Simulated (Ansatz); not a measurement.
**What isotropic strain −1.00 % does to Hf**

The parent structure is Hf in the hcp (Mg type) structure (space group P6_3/mmc, No. 194; a = 3.204 Å, c = 5.073 Å; relaxed with 0.1 eV smearing).

One thing is altered: every lattice vector is shortened by 1.00 %, atoms relaxed at fixed cell.

Level of theory: DFT with PBE, PAW potentials and a 420 eV plane-wave cutoff in Ansatz (a first-principles code), without spin-orbit coupling. Settings: 21×21×12 k-points, 0.1 eV Fermi–Dirac smearing.

The space group remains P6_3/mmc (No. 194) and the shortest interatomic distance falls by 0.031 Å, from 3.139 Å to 3.108 Å. The energy rises by 6.9 meV/atom and the pressure (mean of the normal stresses, compression positive) goes from zero to 3.4 GPa. The band gap stays zero.

No phonon test of stability was made. The final runs are not spin-polarised.
